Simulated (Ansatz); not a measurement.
C11b MoSi2 was calculated with r²SCAN (PAW; Ansatz, a first-principles code).

Run with plane-wave cutoff 560 eV, 24×24×24 k mesh, Fermi–Dirac smearing 0.05 eV, no spin polarisation, scalar-relativistic PAW data made under PBE.

Results at a series of volumes:

```json
[
 {"V (Å³/atom)": "12.824", "E − E_lowest (meV/atom)": "15.63", "P (GPa)": "9.72"},
 {"V (Å³/atom)": "13.091", "E − E_lowest (meV/atom)": "3.77", "P (GPa)": "4.60"},
 {"V (Å³/atom)": "13.358", "E − E_lowest (meV/atom)": "0.00", "P (GPa)": "0.00"},
 {"V (Å³/atom)": "13.625", "E − E_lowest (meV/atom)": "3.49", "P (GPa)": "-4.12"},
 {"V (Å³/atom)": "13.893", "E − E_lowest (meV/atom)": "13.49", "P (GPa)": "-7.81"}
]
```

Problem. What bulk modulus B0 and pressure derivative B′ does a third-order Birch–Murnaghan fit give?

Solution. V0 = 13.358 Å³/atom, B0 = 217 GPa, B′ = 4.5 (fit to the energies at full precision).

Shape and atoms are relaxed at each volume.

Measured, for comparison: bulk modulus 222 ± 2 GPa (room temperature, not corrected to a static lattice, B' = 4; as tabulated in Structural stability of MoSi2 and Mo5Si3 under high pressure, Chin. Phys. B 26 …). Computed (rounded) less measured: bulk modulus -2 %.

Note: the bulk modulus comes from volumes at which shape and atoms were relaxed.

Static lattice: no zero-point or thermal effects.

It cost about 40 core-minutes (a rough figure) of CPU time.
